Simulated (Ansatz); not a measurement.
Adsorption energy and surface dipole of Cl on the 1x1 (100) surface of rock-salt MgO (cut with top plane Mg + O), one in a 2x2 cell, started at the site 'bridge Mg-O (span 2.1 Å)', worked from the runs' numbers; total energies count from the potentials' own zero.

Host crystal: rock-salt MgO, with a band gap (PBE, scalar-relativistic without spin-orbit coupling).

All values below come from PBE (plane waves to 420 eV, PAW; Ansatz, an electronic-structure program).

Model: 33-atom slab, 6.4 Å thick at the start under the adsorbate (thin: gaps and levels are the slab's own), 3x3x1 mesh, Fermi-Dirac 0.01 eV, dipole correction, 16 atoms held, the rest relaxed; held to the start's symmetry, so lower structures may exist; spin-polarised, ending with about 1.0 μB a cell; orders that need a larger cell were not tried, no spin-orbit, no U, no dispersion correction. At the end it is bonded to Mg. In PBE it is, or lies within 0.03 eV of, the lowest of the starts that converged.

```
quantity                                                            value
----------------------------------------------------------  -------------
slab with the adsorbate                                     -40981.514 eV
clean slab, same cell and mesh                              -39902.225 eV
reference, ½ Cl2(g)                                          -1079.444 eV
area of the cell                                                 36.19 Å²
change of the step from the bottom to the top vacuum level       1.606 eV
```

Q: What is the adsorption energy against this reference?

A: E(slab + adsorbate) − E(slab) − E(reference) = 0.16 eV, so in this state the adsorbate is less stable than in the reference, at a coverage of 2.76 a nm².

Q: What dipole does adsorption add to the slab along the outward normal (Helmholtz relation, ε₀ = 0.005526 e/(V·Å))?

A: p = −ε₀·A·ΔV = -0.321 e·Å = -1.54 D; its negative end points to the vacuum, which raises the vacuum level.
